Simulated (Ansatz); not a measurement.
Structures of equal composition on the (000-1) surface of 4H silicon carbide (C plane on top): (√3x√3)R30° Si adatom at H3; (√3x√3)R30° Si adatom at T4. The slabs share one bottom face, and each structure is named by its start. These are constructed structures in small cells; real faces may alloy, dewet or reconstruct in larger ones, and not all known structures of the face are among them. Slabs of about 11 Å, Fermi-Dirac smearing of 0.025 eV. Bottom of the slabs: H caps. Relaxed from the named starts with such symmetry as they have, on meshes of like density; energies extrapolated to zero smearing; spin only where a row says so; no spin-orbit coupling, no U. Brackets mark spin-polarised runs, whose order is one that fits the cell. Where a second, spin-polarised start was run, the lower counts.

Level of theory: PBE (plane waves to 420 eV, PAW; Ansatz, a first-principles code).

Problem. Rank these by energy per 1x1 cell (lowest first), as PBE gives it.

Solution. (√3x√3)R30° Si adatom at H3 (0.000 eV [spin, 1.0 μB a cell], gap 0.69 eV on the mesh), (√3x√3)R30° Si adatom at T4 (0.037 eV [spin, 1.0 μB a cell], gap 0.54 eV on the mesh)
